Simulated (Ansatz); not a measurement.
KFe2Se2 under a change: ↑↓ start, q = (0, 0, 0), 5 atoms

The parent structure is KFe2Se2 (space group I4/mmm, No. 139; a = 3.6763 Å, c = 14.6435 Å; ferromagnetic; a cell from a computed database, its experimental status unchecked).

Perturbation: the moments start antiparallel in the pattern ↑↓ in a 5-atom cell (no doubling), and the cell is relaxed again.

Computed with Ansatz (a program for electronic structure), PBEsol, PAW, cutoff 420 eV, no SOC. Settings: 15×15×15 k-points, 0.05 eV Fermi–Dirac smearing, for the changed cell.

```json
[
 {"quantity": "volume per atom", "base": "19.79 Å³", "changed": "18.80 Å³", "shift": "-0.99 Å³"},
 {"quantity": "lattice parameter a", "base": "6.947 bohr", "changed": "7.130 bohr", "shift": "+0.183 bohr"},
 {"quantity": "c/a ratio", "base": "3.983", "changed": "3.500", "shift": "-0.4836"},
 {"quantity": "shortest interatomic distance", "base": "4.619 bohr", "changed": "4.350 bohr", "shift": "-0.2698 bohr"},
 {"quantity": "energy relative to the base (σ→0) (to 0.01 eV only: unlike meshes or grids)", "base": "0.00 eV/atom", "changed": "-0.03 eV/atom", "shift": "-0.03 eV/atom"},
 {"quantity": "band gap", "base": "zero", "changed": "zero", "shift": "–"},
 {"quantity": "magnetic state", "base": "ferromagnetic", "changed": "antiferromagnetic (moments cancel)", "shift": "–"},
 {"quantity": "largest site moment", "base": "2.70 μB", "changed": "0.98 μB", "shift": "-1.72 μB"}
]
```

Final structure:

```xyz
5
Lattice="-1.8866 1.8866 6.6022 1.8866 -1.8866 6.6022 1.8866 1.8866 -6.6022" Properties=species:S:1:pos:R:3 pbc="T T T"
K      0.0000     0.0000     0.0000
Fe     1.8866     0.0000     3.3011
Fe     0.0000     1.8866     3.3011
Se     0.0000     0.0000     8.5845
Se     0.0000     0.0000     4.6198
```

Other magnetic orders, which the real material may have, were not ruled out. Stability against distortions was not tested.
